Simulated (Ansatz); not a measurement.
## MgS, response to strain

The parent structure is MgS in the rock salt structure (space group Fm-3m, No. 225; a = 5.2030 Å). Axes: x, y, z lie along the cube axes.

Strains are applied to the cell and any free atomic positions relax.

Level of theory: r2SCAN, PAW, 500 eV (Ansatz, a quantum-chemistry and plane-wave program; no spin-orbit coupling).

Notes on the quantities. energy relative to the base: free energy F.

```tsv
uniaxial strain ε_zz (%)	energy relative to the base (meV/atom)
0	0.0
0.5	0.2
1	0.8
1.5	?
2	3.1
2.5	4.7
3	6.6
```

### Question
Fit ΔE = Aε² + Bε³ (ε in %) to the rows shown and predict the withheld row.

### Answer
Least squares on the printed values gives A = 0.850 and B = -0.039 meV/atom (largest residual 0.0 meV/atom); this predicts 1.8 meV/atom, and the run gives 1.8 meV/atom, in agreement.

Whether these cells are dynamically stable was not tested.
